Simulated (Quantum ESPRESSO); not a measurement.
## Sensitivity of a calculation on Cd (P6_3/mmc, 4 atoms in the cell) to its settings

```
Cd
1.0
    3.09915     0.00000     0.00000
   -1.54957     2.68394     0.00000
    0.00000     0.00000     9.97154
Cd
4
Direct
  0.00000   0.00000   0.00000
  0.00000   0.00000   0.50000
  0.33333   0.66667   0.25000
  0.66667   0.33333   0.75000
```

Base run A: PBE, GBRV 1.5 ultrasoft (PBE) pseudopotentials in Quantum ESPRESSO, self-consistent single point.

Its settings: ecutwfc = 40 Ry; ecutrho = 200 Ry; occupations = smearing; smearing = marzari-vanderbilt; degauss = 0.0073499 Ry; potentials = {Cd: cd_pbe_v1.uspp.F.UPF}; K_POINTS = automatic 12 12 4 1 1 1; conv_thr = 1e-10 Ry.

The starting cell was generated: these elements placed on a structure prototype, without a prior relaxation; it need not be a known phase or ordering of this composition. Its lattice was rescaled by a random factor within 2.5 % of one. In the base run, with a pressure of about 5 GPa the cell is away from its equilibrium volume at this level.

ΔF is the free energy per atom less that of run A. A dash stands where there is no value to compare (another energy zero or no entropy term, no result, no spin, no clean gap, or a mesh too coarse for one). Total energies depend on the potentials, the functional and any Hubbard or dispersion term, so they are compared only between runs that share all of them.

Run A gave: pressure (GPa) 4.90; k-points 84.

Runs:
- B: input_dft: default → rvv10 [rVV10]
- C: nbnd: default → 32
- D: K_POINTS: automatic 12 12 4 1 1 1 → automatic 10 10 3 1 1 1
- E: K_POINTS: automatic 12 12 4 1 1 1 → automatic 12 12 4 0 0 0
- F: lattice scaled by 1.015; ecutwfc: 40 Ry → 24 Ry; ecutrho: 200 Ry → 120 Ry
- G: K_POINTS: automatic 12 12 4 1 1 1 → automatic 14 14 4 1 1 1
- H: conv_thr: 1e-10 Ry → 7.3e-08 Ry
- I: mixing_beta: default → 0.5; mixing_mode: default → TF
- J: input_dft: default → vdw-df2-b86r [rev-vdW-DF2]
- K: mixing_ndim: default → 20
- L: conv_thr: 1e-10 Ry → 1e-11 Ry

Q: What does run F change against A?

A: The free energy goes up by 199 meV/atom and the pressure goes from 4.90 to -13.18 GPa.

Q: What does run E change against A?

A: The free energy rises by 1.2 meV/atom and the pressure goes from 4.90 to 4.65 GPa.

Q: What does run J change against A?

A: The pressure goes from 4.90 to 3.02 GPa.

| run | ΔF (meV/atom) | pressure (GPa) | k-points |
|---|---|---|---|
| A | 0.00 | 4.90 | 84 |
| B | – | 5.86 | 84 |
| C | 0.00 | 4.90 | 84 |
| D | 1.60 | 4.95 | 60 |
| E | 1.15 | 4.65 | 57 |
| F | 199.1 | -13.18 | 84 |
| G | 2.2 | 4.87 | 112 |
| H | 0.00 | 4.86 | 84 |
| I | 0.00 | 4.90 | 84 |
| J | – | 3.02 | 84 |
| K | 0.00 | 4.90 | 84 |
| L | 0.00 | 4.90 | 84 |
